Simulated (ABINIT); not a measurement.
**How far to go with the plane-wave cutoff: CoAl (P4mm, 2 atoms in the cell)**

```yaml
crystal:
  lattice:
    - [2.85142, 0.00000, 0.00000]
    - [0.00000, 2.85142, 0.00000]
    - [0.00000, 0.00000, 2.85142]
  atoms:
    - { symbol: Al, position: [0.50000, 0.50000, 0.51753] }
    - { symbol: Co, position: [0.00000, 0.00000, 0.00000] }
```

Method: PBEsol, norm-conserving pseudopotentials (PseudoDojo nc-sr-04 PBEsol standard) (plane waves; ABINIT).

Base settings: pseudos = [Al.upf, Co.upf]; ecut = 48 Ha; ixc = -116133; occopt = 7; tsmear = 0.1 eV; ngkpt = 4 4 4; nshiftk = 1; shiftk = 0 0 0; potentials = PseudoDojo nc-sr-04 PBEsol standard; nband = 15.

The second cell is the first with its lattice scaled by 0.98.

The mesh stays at the base's, so the ladder's end is converged at best in this setting alone.

Only quantities that move along the ladder and can be compared are tabulated.

The count of work is k-points × plane waves × bands × iterations; it is no time. Core times come from one kind of shared machine, to one figure; runs under 30 s give none.

The starting cell has typed, rounded lattice constants, without a prior relaxation at this level. Its lattice was rescaled by up to half a per cent. One atom was moved a little off its site on purpose. Spin polarisation is off. In the base run, with a pressure of about -4 GPa the cell is away from its equilibrium volume at this level. Without a gap this mesh is coarse (it stands for a supercell whose shortest vector is 11 Å).

Steps (ecut): 17 Ha; 19 Ha; 22 Ha; 24 Ha; 26 Ha; 29 Ha; 34 Ha; 38 Ha; 43 Ha; 48 Ha; 53 Ha; 58 Ha; 65 Ha; 72 Ha; 84 Ha; 96 Ha; 115 Ha.

### Question
What is the coarsest ecut that holds the energy of the compressed cell less the first within 2 meV/atom of the last step, with all finer ones?

### Answer
38 Ha, at 0.19 of the last step's count of work; the step before is off by 5.9 meV/atom.

### Question
What is the coarsest ecut that holds the pressure within 0.1 GPa of the last step, with all finer ones?

### Answer
48 Ha, at 0.25 of the last step's count of work; the step before is off by 1.1 GPa.

### Question
What is the coarsest ecut that holds the free energy within 2 meV/atom of the last step, with all finer ones?

### Answer
48 Ha, at 0.25 of the last step's count of work; the step before is off by 5.8 meV/atom.

```csv
ecut,free energy less the last step's (meV/atom),energy of the compressed cell less the first (meV/atom),pressure (GPa),largest difference of a force vector from the last step's (eV/Å),count of work / last,core time / last (rough)
17 Ha,43653.95,-173.64,-1375.30,0.021,0.053,–
19 Ha,28979.83,-332.76,-1089.42,0.007,0.063,–
22 Ha,14689.61,-156.34,-714.62,0.028,0.078,–
24 Ha,9128.38,-113.58,-522.82,0.040,0.081,–
26 Ha,5374.23,-76.88,-362.71,0.028,0.092,–
29 Ha,2201.21,0.25,-189.76,0.010,0.12,–
34 Ha,385.26,14.36,-51.00,0.001,0.15,–
38 Ha,67.97,8.23,-14.82,0.001,0.19,–
43 Ha,5.84,8.47,-4.72,0.000,0.23,–
48 Ha,1.66,8.58,-3.67,0.000,0.25,–
53 Ha,1.40,8.56,-3.65,0.000,0.31,0.2
58 Ha,1.15,8.55,-3.65,0.000,0.36,–
65 Ha,0.90,8.54,-3.65,0.000,0.43,0.3
72 Ha,0.72,8.54,-3.65,0.000,0.53,0.4
84 Ha,0.30,8.52,-3.66,0.000,0.67,0.3
96 Ha,0.06,8.50,-3.64,0.000,0.82,0.6
115 Ha,0.00,8.50,-3.64,0.000,1.0,1
```

The energy difference between the two cells stays within 1 meV/atom of the last step's from 38 Ha on, the total only from 65 Ha on: much of the error is common to both cells and cancels.

At the lowest cutoff the pressure lies 1370 GPa under the last step's, the usual sign of Pulay stress in an incomplete plane-wave basis.
